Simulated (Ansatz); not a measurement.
Start from HgS (space group P3_221, No. 154; a = 4.4649 Å, c = 9.7582 Å; made of chains). Axes: x lies along a and z along c of the hexagonal cell.

It is then changed as follows: uniaxial strain ε_zz = +3.00 %, all other strain components held at zero; the atoms relax in the strained cell.

Levels (all Ansatz, a quantum-chemistry and plane-wave program, PAW): PBE (420 eV, no SOC); HSE06 (420 eV, no spin-orbit coupling); PBE+SOC (420 eV, spin-orbit coupling included).

One geometry, relaxed with PBE, under each level:

```json
[
 {"level": "PBE", "band gap": "1.84 eV", "lowest conduction level above the VBM at special points": "Γ 1.84 eV; M 2.34 eV; L 2.45 eV", "electron mass": "0.41 mₑ along z, 1.2 mₑ across (at Γ)", "pressure": "-0.33 GPa"},
 {"level": "HSE06", "band gap": "2.80 eV", "lowest conduction level above the VBM at special points": "Γ 2.80 eV; M 3.37 eV; L 3.54 eV", "electron mass": "–", "pressure": "–"},
 {"level": "PBE+SOC", "band gap": "1.85 eV", "lowest conduction level above the VBM at special points": "Γ 1.85 eV; M 2.29 eV; L 2.43 eV; A 2.57 eV", "electron mass": "0.42 mₑ along z, 1.3 mₑ across (at Γ)", "pressure": "-0.77 GPa"}
]
```

Single points use the geometry relaxed with PBE. HSE06 gaps are upper bounds (no full band path). Differences between runs with and without spin-orbit coupling are approximate. With Hg present, leaving out spin-orbit coupling can change the band edges. Masses are band curvatures over ±0.01 Å⁻¹ around the edge. No phonon test of stability was made. No dispersion term is included, though the crystal is made of layers, chains or molecules, so its spacings can come out too wide.
